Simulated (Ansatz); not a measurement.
**A computed series for MoSi2: response to strain**

Consider MoSi2 (space group I4/mmm, No. 139; a = 3.174 Å, c = 7.779 Å; relaxed with 0.1 eV smearing). Axes: x, y, z lie along a, b, c of the conventional cell.

Strains are applied to the cell and any free atomic positions relax.

Computed with Kohn–Sham DFT with the LDA functional, run in Ansatz (a program for electronic structure) with PAW and 420 eV plane waves, no spin-orbit coupling.

Notes on the quantities. energy relative to the base: free energy F; pressure: mean of the normal stresses, compression positive.

```
change                          energy relative to the base  pressure  shortest interatomic distance
------------------------------  ---------------------------  --------  -----------------------------
base                                             0 meV/atom   0.0 GPa                        2.564 Å
uniaxial strain ε_xx = −3.00 %                 +16 meV/atom   7.1 GPa                        2.557 Å
uniaxial strain ε_xx = −2.00 %                +7.2 meV/atom   4.6 GPa                        2.566 Å
uniaxial strain ε_xx = −1.50 %                          [?]   3.4 GPa                        2.567 Å
uniaxial strain ε_xx = −1.00 %                +1.8 meV/atom   2.2 GPa                        2.566 Å
uniaxial strain ε_xx = −0.50 %                          [?]       [?]                        2.564 Å
uniaxial strain ε_xx = +1.00 %                +1.7 meV/atom  -2.1 GPa                        2.562 Å
uniaxial strain ε_xx = +1.50 %                +3.8 meV/atom  -3.1 GPa                        2.561 Å
uniaxial strain ε_xx = +2.00 %                +6.7 meV/atom  -4.1 GPa                        2.560 Å
uniaxial strain ε_xx = +2.50 %                          [?]  -5.0 GPa                        2.559 Å
```

Complete the table.


- uniaxial strain ε_xx = −1.50 %, energy relative to the base: +4.0 meV/atom
- uniaxial strain ε_xx = −0.50 %, energy relative to the base: +0.4 meV/atom
- uniaxial strain ε_xx = −0.50 %, pressure: 1.1 GPa
- uniaxial strain ε_xx = +2.50 %, energy relative to the base: +10 meV/atom

Whether these cells are dynamically stable was not tested. The final runs are not spin-polarised.
